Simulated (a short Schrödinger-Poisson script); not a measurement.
System: gated Al0.2Ga0.8As/GaAs δ-doped gas, at 77 K.

```tsv
layer	material	thickness (nm)	Na (cm⁻³)
1	Al0.2Ga0.8As	30	-
2	Al0.2Ga0.8As	2	-
3	GaAs	6000	7e14
```

The device is made up for the run: typed textbook-type constants, with dimensions and the other settings drawn at random. Al0.2Ga0.8As: permittivity 12.33, conduction-band edge (eV) 0.158, gap (eV) 1.673, electron mass (mₑ) 0.0836, Nv at 300 K (cm⁻³) 9e18. GaAs: permittivity 12.9, conduction-band edge (eV) 0, gap (eV) 1.424, Nv at 300 K (cm⁻³) 9e18.

Channel valleys (confinement mass, in-plane density-of-states mass, number): Γ 0.067, 0.067, 1. At the gate the conduction-band edge of layer 1 lies 0.91 eV − eVg above the Fermi level of the channel; the field vanishes at the back. Sheet of ionised δ-doping: +2.1e12 e/cm² at 30 nm from the gate. The barrier under the gate holds no holes. Gaps are held at their typed values at every temperature. Mesh 0.08 nm at interfaces.

Solved with a short Schrödinger-Poisson script written for these runs: 1D Poisson equation in equilibrium, electrons quantum, Hartree (BenDaniel-Duke, 40 states a valley, the channel's in-plane mass for all, wave functions free to enter the barrier), parabolic valleys, classical holes, full ionisation, no traps, pinning or gate leakage.

The same stack at other levels of the model or other numerical settings:

```csv
run,sheet density of all electrons at Vg = 0.5 V (cm⁻²),sheet density of all electrons at Vg = 0 V (cm⁻²),capacitance at Vg = 0.5 V (μF/cm²),centroid of the channel electrons at Vg = 0.5 V (nm),rough cost against the base
base,1.09e12,1.69e11,0.308,5.52,about 1
"electrons treated as classical, Boltzmann",___,2.09e11,0.334,1.45,0.03
"electrons treated as classical, Fermi-Dirac",1.10e12,1.89e11,0.298,4.61,0.1
"electrons treated as quantum, Hartree plus LDA exchange-correlation",1.11e12,1.80e11,0.310,___,1
mesh six times as coarse,1.09e12,1.69e11,0.308,5.48,0.2
one subband a valley,1.08e12,1.69e11,0.305,___,0.3
```

Problem. Fill in the missing entries.

Solution. 
- one subband a valley, centroid of the channel electrons at Vg = 0.5 V (nm): 4.80
- electrons treated as quantum, Hartree plus LDA exchange-correlation, centroid of the channel electrons at Vg = 0.5 V (nm): 5.18
- electrons treated as classical, Boltzmann, sheet density of all electrons at Vg = 0.5 V (cm⁻²): 1.23e12

The classical rows ignore confinement, and Boltzmann statistics overrate the density once the band edge passes the Fermi level.
